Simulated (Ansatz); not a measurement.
System: cubic perovskite BaZrO3. Method: Hartree–Fock (plane waves, PAW; Ansatz, a quantum-chemistry and plane-wave program).

Settings: plane-wave cutoff 460 eV, 6×6×6 k mesh, Fermi–Dirac smearing 0.01 eV, scalar-relativistic PAW data made under PBE.

The cell has the measured lattice: a = 4.1910 Å, b = 4.1910 Å, c = 4.1910 Å, α = 90.00°, β = 90.00°, γ = 90.00°.

### Question
Estimate the band gap and smallest direct gap on the k points sampled that the calculation returns.

### Answer

- band gap = 13.24 eV (on the SCF k mesh)
- smallest direct gap on the k points sampled = 13.62 eV

Note: cell and atoms aren't relaxed at this level (pressure 5.0 GPa).

Spin–orbit coupling is not included.
